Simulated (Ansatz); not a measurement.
TaN (model structure, started from the NbAs type, I4₁md, No. 109, 4 atoms in the cell), treated with LDA in Ansatz (PAW).

Input:

Ansatz 0.2 input:
```yaml
crystal:
  lattice:
    - [-1.4443403884, 1.4443403884, 5.1016304622]
    - [1.4443403884, -1.4443403884, 5.1016304622]
    - [1.4443403884, 1.4443403884, -5.1016304622]
  atoms:
    - { symbol: Ta, position: [0.4988612729, 0.4988612729, 0.0] }
    - { symbol: Ta, position: [0.2488612729, 0.7488612729, 0.5] }
    - { symbol: N, position: [0.9171387271, 0.9171387271, 0.0] }
    - { symbol: N, position: [0.6671387271, 0.1671387271, 0.5] }
basis:
  ecutwfc: 520
  ecutrho_ratio: 4
  xc_grid: 2
kpoints:
  mp_grid: { grid: [18, 18, 18] }
hamiltonian:
  xc: lda
  dispersion: none
  pseudopotentials: { azcp: { folder: ./paw }, kind: paw }
scf:
  occupations: { method: fermi_dirac, width: 0.01 }
output:
  forces: true
  stress: true
  eigenvalues: true
relax:
  f_tol: 0.004
  escape_saddle: false
  max_steps: 80
  cell: { stress_tol: 0.02, fix: [volume] }
```

Excerpt of the program's output:

```
Relaxation: its limit of steps is 80 (relax.max_steps)
Crystal: 4 atoms, lattice volume = 42.570 Å³
Basis set: ecut = 520 eV, 1135 PW (Γ), FFT grids on a1+a3, a2+a3, a3, exchange–correlation on 48×48×90 points (8 copies of the dense FFT grid, shifted against one another)
Bands: 22, of which v1, the nominal top of the filled ones, is band 18 counted from 1 (17 counted from 0)
Symmetry: 8 space group operations
Space group: I41md (ITA 109), of the structure as read, at distance tolerance 3.5e-5 Å
k-points: 480 of 5832 (time reversal used)
Initial density: superposition of atomic densities (chi_scale 0.1, normalization cell, long waves kept (reshape's long-wave potential 0.00 eV rms))
Functional: x = slater, c = lda
SCF iter   1: F=—  HF=-20120.001989 eV  |F-HF|=—  |Δ(HF+E_count)|=         —  Δρ=4.68e-2  dr2=5.18e-1
SCF iter   2: F=—  HF=-20119.928958 eV  |F-HF|=—  |Δ(HF+E_count)|=   7.30e-2  Δρ=2.25e-2  dr2=8.74e-2
  ...
SCF 1 converged in 7 iterations: F = -20119.927076 eV  dr2 = 4.29e-10
Crystal: 4 atoms, lattice volume = 42.570 Å³
Initial density: handed on by an earlier stage of this run
SCF 2 converged in 6 iterations: F = -20119.927056 eV  dr2 = 3.41e-12
Crystal: 4 atoms, lattice volume = 42.570 Å³
SCF 3 converged in 6 iterations: F = -20119.927151 eV  dr2 = 8.02e-13
Crystal: 4 atoms, lattice volume = 42.570 Å³
SCF 4 converged in 6 iterations: F = -20119.927163 eV  dr2 = 1.68e-13
Crystal: 4 atoms, lattice volume = 42.570 Å³
SCF iter   7: F=-20119.927163 eV  HF=-20119.927163 eV  |F-HF|=7.28e-12  |Δ(HF+E_count)|=  3.64e-12  Δρ=8.12e-9  dr2=4.01e-14
SCF iter   8: F=-20119.927163 eV  HF=-20119.927163 eV  |F-HF|=3.64e-12  |Δ(HF+E_count)|=  3.64e-12  Δρ=2.78e-9  dr2=4.53e-15
SCF 5 converged in 8 iterations: F = -20119.927163 eV  dr2 = 4.53e-15
SCF converged after 8 iterations
Free energy (F): -20119.927163 eV
Internal energy: -20119.927163 eV  (E = F + TS)
E sigma→0 (E₀):  -20119.927163 eV
Fermi energy:    20.223717 eV
--- Forces (eV/Å), atoms counted from 1 ---
  atom   1  Ta    -0.00000000    -0.00000000    -0.00007926
  atom   2  Ta     0.00000000    -0.00000000    -0.00007926
  atom   3  N     -0.00000000     0.00000000     0.00007926
  atom   4  N      0.00000000     0.00000000     0.00007926
--- Stress (GPa, compression-positive) ---
       -7.206667       0.000000      -0.000000
        0.000000      -7.206667       0.000000
       -0.000000       0.000000      -7.206952
  P = ⅓ Tr σ = -7.2068 GPa (-72.068 kbar)
```

The cell is one volume of an energy–volume scan, off the minimum.

The PAW data were made under PBE.

Note: the relaxation could raise the start's symmetry but not lower it, so the cell can be a saddle point.

Cost on a shared machine: around 120 core-seconds (rough).

A model structure was made by putting elements into a prototype or built by hand; it is no filed structure, need not be a known phase, and can be a saddle point held by its symmetry.

Ansatz is a quantum-chemistry and plane-wave program.
